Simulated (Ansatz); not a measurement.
Effect of biaxial strain −0.84 %, plane normal [001], relaxed out of plane on TiC

The reference is TiC in the rock salt structure (space group Fm-3m, No. 225; a = 4.328 Å). Axes: x, y, z lie along the cube axes.

The change: compressive biaxial strain of 0.84 % in the plane normal to [001], as in epitaxy on a mismatched substrate; the out-of-plane cell vector and the atoms relax.

Method: Kohn–Sham DFT with the r2SCAN functional, run in Ansatz (a program for electronic structure) with PAW and 500 eV plane waves, no SOC. Settings: 18×18×18 k-points, 0.05 eV Fermi–Dirac smearing.

```json
[
 {"quantity": "volume per atom", "base": "10.13 Å³", "changed": "10.00 Å³", "shift": "-0.13 Å³"},
 {"quantity": "space group", "base": "Fm-3m (No. 225)", "changed": "I4/mmm (No. 139)", "shift": "–"},
 {"quantity": "shortest interatomic distance", "base": "2.164 Å", "changed": "2.146 Å", "shift": "-0.018 Å"},
 {"quantity": "energy relative to the base (free energy F)", "base": "0 meV/atom", "changed": "+2.7 meV/atom", "shift": "+2.7 meV/atom"},
 {"quantity": "band gap", "base": "zero", "changed": "zero", "shift": "–"},
 {"quantity": "out-of-plane strain (rough)", "base": "–", "changed": "+0.42 %", "shift": "–"},
 {"quantity": "mean in-plane stress (compression positive) (rough)", "base": "–", "changed": "+5.3 GPa", "shift": "–"}
]
```

Final structure (turned so that z lies along the plane normal):

```yaml
crystal:
  lattice:
    - [3.03452, 0.00000, 0.00000]
    - [0.00000, 3.03452, 0.00000]
    - [1.51726, -1.51726, 2.17296]
  atoms:
    - { symbol: C, position: [0.00000, 0.00000, 0.00000] }
    - { symbol: Ti, position: [0.50000, 0.50000, 0.00000] }
```

Without a gap, meshes like the base's 18×18×18 leave anisotropic stresses uncertain by several tenths of a GPa, and small strain energies with them. No phonon test of stability was made. The final runs are not spin-polarised.
